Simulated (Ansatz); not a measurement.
## Computed paths: interstitial Li in silicon strained by -1.5 % along x and y, z held, charge state +1

Defect migration in silicon strained by -1.5 % along x and y, z held: interstitial Li, charge state +1. All values below come from PBE, PAW (plane waves to 420 eV; Ansatz, a quantum-chemistry and plane-wave program).

Cell of 64 host sites held at the strained lattice (strain from the relaxed PBE one, atoms relaxed); a 2×2×2 k-point mesh shifted by half a step; Fermi-Dirac width 0.01 eV, spin-restricted; finite-size errors left in. No zero-point or tunnelling terms. The charge state is imposed; whether it is stable for some Fermi level was not computed. Sites that were not tried may lie lower.

Barriers: single points on a 3×3×3 k-point mesh shifted by half a step at the bands' geometries.

```
Route                        Start site over the lowest site run (eV)  Hop (Å)  Forward barrier (eV)  Backward barrier (eV)                     Neighbours at the start      Neighbours at the saddle                        Saddle order  Forward, on the band's own sampling (eV)
---------------------------  ----------------------------------------  -------  --------------------  ---------------------  ------------------------------------------  ----------------------------  ----------------------------------  ----------------------------------------
one Li atom jumps by itself                                      0.00     2.34                  0.64                   0.64  4 Si at 2.43, 4 Si at 2.71, 2 Si at 2.74 Å  4 Si at 2.34, 2 Si at 2.36 Å  not checked, on a symmetry element                                      0.64
```

Paths come from nudged elastic bands with a climbing image.  A band can be held on a symmetry element, so unchecked saddle points there may be too high.
